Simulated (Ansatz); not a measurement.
## Functionals side by side, with their cost (level): K₃NaS₂ (P-6m2, 6 atoms in the cell)

```yaml
crystal:
  lattice:
    - [5.19796, 0.00000, 0.00000]
    - [-2.59898, 4.50157, 0.00000]
    - [0.00000, 0.00000, 7.52256]
  atoms:
    - { symbol: K, position: [0.66667, 0.33333, 0.74770] }
    - { symbol: K, position: [0.66667, 0.33333, 0.25230] }
    - { symbol: K, position: [0.33333, 0.66667, 0.00000] }
    - { symbol: Na, position: [0.00000, 0.00000, 0.50000] }
    - { symbol: S, position: [0.33333, 0.66667, 0.50000] }
    - { symbol: S, position: [0.00000, 0.00000, 0.00000] }
```

Program: Ansatz (a first-principles code), default PAW files made with PBE; each row names its functional.

Base settings: basis.ecutwfc = 30.9 Ry; kpoints.mp_grid.grid = 5 5 3; hamiltonian.xc = pbe0; hamiltonian.pseudopotentials = {kind: paw} (the program's default PAW files); scf.occupations.method = fixed.

Differences are taken from PBE0, a reference of convenience: it is no measurement, and no ranking of the functionals follows.

Core times come from one kind of shared machine and are given to one figure; runs under 30 s give none.

The starting cell comes from a database of computed structures (which also holds hypothetical and non-ambient phases and stackings), without a prior relaxation at this level. Its lattice was rescaled by a random factor within 2.5 % of one. Ansatz's pressure includes its estimate of the finite-basis (Pulay) stress.

| level | gap on the mesh less reference (eV) | pressure less reference (GPa) | core time / reference (rough) |
|---|---|---|---|
| PBEsol | -1.667 | -0.49 | – |
| HSE06 | -0.668 | 0.03 | 0.5 |
| PBE0 | 0.000 | 0.00 | 1 |

PBEsol ran in under 30 s, against roughly 200 s for PBE0.

Keys are those of Ansatz 0.2.
